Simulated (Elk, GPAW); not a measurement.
A GPAW input for a self-consistent single point of AgBr (Fm-3m, 2 atoms in the cell) (DFT PBE, plane waves, GPAW PAW datasets PBE (gpaw-data 1.0.1)):

```python
from ase import Atoms
from ase.units import GPa
from gpaw import GPAW, PW, FermiDirac

atoms = Atoms(['Ag', 'Br'],
              cell=[[0.000000, 2.885000, 2.885000],
                    [2.885000, 0.000000, 2.885000],
                    [2.885000, 2.885000, 0.000000]],
              scaled_positions=[[0.000000, 0.000000, 0.000000],
                                [0.500000, 0.500000, 0.500000]],
              pbc=True)

calc = GPAW(mode=PW(600),
            xc='PBE',
            kpts={'size': (10, 10, 10), 'gamma': True},
            occupations=FermiDirac(0.05),
            nbands=-6,
            convergence={'density': 1e-05, 'energy': 1e-05, 'bands': -4},
            symmetry={'symmorphic': False, 'tolerance': 0.0005},
            maxiter=120,
            txt='-')

atoms.calc = calc

energy = atoms.get_potential_energy()
print('Energy (eV):', round(energy, 6))
forces = atoms.get_forces()
print('Forces (eV/Ang):')
print(forces.round(5))
stress = atoms.get_stress()
print('Stress (GPa, Voigt):', (stress / GPa).round(4))
```

Task: Translate this input to Elk.

Result: This is the input that was run; spellings and numerical settings could be chosen otherwise.

```
tasks
  0

xctype
  20

rgkmax
  7.0

stype
  3

swidth
  0.00183747

scale
  7.710094168

avec
    0.0000000000    0.7071067812    0.7071067812
    0.7071067812    0.0000000000    0.7071067812
    0.7071067812    0.7071067812    0.0000000000

sppath
  './'

atoms
  2   : nspecies
  'Ag.in'   : spfname
  1   : natoms; atposl, bfcmt below
  0.0000000000  0.0000000000  0.0000000000    0.0 0.0 0.0
  'Br.in'   : spfname
  1   : natoms; atposl, bfcmt below
  0.5000000000  0.5000000000  0.5000000000    0.0 0.0 0.0

ngridk
  10 10 10
```

Basis, cutoffs, solver keys and any potentials are the target program's own. This input uses DFT, PBE, all-electron FP-LAPW, Elk's shipped species files, default APW+lo basis. Both were run: gap on the mesh 0.660 eV in GPAW and 0.597 in Elk.

On Elk: the starting cell has typed, rounded lattice constants, without a prior relaxation at this level. Values depend on the basis (sphere radii, cutoffs, local orbitals), which need not be converged.

On GPAW: the starting cell has typed, rounded lattice constants, without a prior relaxation at this level.
